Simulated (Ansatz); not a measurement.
The parent structure is ZrO2 (space group P4_2/nmc, No. 137; a = 3.601 Å, c = 5.228 Å).

The change: Hf takes the place of Zr on all its sites, then cell and atoms are relaxed.

Method: r2SCAN, PAW, 500 eV (Ansatz, an electronic-structure program; scalar-relativistic without spin-orbit coupling).

Base, band edges from the VBM (valence, conduction): A -0.08, 5.68; M -0.43, 5.66; R -0.86, 5.07; X -0.12, 4.97; Z -0.03, 5.14; Γ -0.11, 4.60 eV.

Task: Give the band edges at the high-symmetry points of the new zone, measured from its valence-band maximum.

Result: 
| point | valence edge (eV) | conduction edge (eV) |
|---|---|---|
| Γ | -0.07 | 5.26 |
| X | -0.15 | 5.63 |
| M | -0.50 | 6.30 |
| Z | 0.00 | 5.92 |
| R | -0.94 | 5.77 |
| A | -0.02 | 6.46 |

The gap is 5.26 eV, indirect, Z → Γ.

With Hf present, leaving out spin-orbit coupling can change the band edges. Stability against distortions was not tested. This is not the structure that HfO2 has at room temperature and ambient pressure. This is not the structure that ZrO2 has at room temperature and ambient pressure.
